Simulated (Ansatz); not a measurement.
The starting structures come from a database of crystals and need not be the phases stable at ambient conditions.

 Where the default PAW files enter, the runs use the earlier of Ansatz's two default sets.

By PBEsol, the system below comes out a metal.

The ballistic (Sharvin) conductance counts the channels at the Fermi level: G/A = (e²/h) × channels of both spins per area.

```
Cr3Ge
1.0
    4.54939     0.00000     0.00000
    0.00000     6.43381     0.00000
    0.00000     3.21690     3.12040
Cr Ge
6 2
Direct
  0.50000   0.75000   0.25000
  0.50000   0.25000   0.75000
  0.00000   0.50000   0.25000
  0.00000   0.50000   0.75000
  0.25000   0.00000   0.50000
  0.75000   0.00000   0.50000
  0.00000   0.00000   0.00000
  0.50000   0.50000   0.00000
```

Space group of this cell: Cccm. The cell is strained (lengths along the current scaled by 0.97, ions clamped); by PBEsol its mean pressure is 4.5 GPa.

The current flows along the normal of the first two printed cell vectors. No spin-orbit coupling; the value is a mean over 0.1 eV about the Fermi level.

Estimate the ballistic conductance per area that PBEsol (Ansatz, a quantum-chemistry and plane-wave program) returns for this system.

0.91 × 10¹⁵ S/m² for both spins.
